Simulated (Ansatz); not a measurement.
SiGe (model structure, started from the WC type, P-6m2, No. 187, 2 atoms in the cell) was calculated with LDA in Ansatz (plane waves, PAW).

Run with plane-wave cutoff 520 eV, 18×18×18 k mesh, Fermi–Dirac smearing 0.05 eV, scalar-relativistic PAW data made under PBE.

Cell (relaxed at this level):

Space group P-6m2 (No. 187); a = b = 3.5412 Å, c = 3.1996 Å, α = β = 90.00°, γ = 120.00°

```csv
atom,site,symmetry,x,y,z
Ge,1a,-6m2,0.0000,0.0000,0.0000
Si,1f,-6m2,0.6667,0.3333,0.5000
```

Task: What does this level give for the bulk modulus B0?

Result: 
- bulk modulus B0: 75.6 GPa

The run finds no gap.

Note: the bulk modulus is −V dP/dV from two relaxed cells at ±2 % in volume; the relaxation could raise the start's symmetry but not lower it, so the cell can be a saddle point.

The computed numbers hold no vibrational or temperature effects.

A model structure was made by putting elements into a prototype or built by hand; it is no filed structure, need not be a known phase, and can be a saddle point held by its symmetry.

Ansatz is a first-principles code.
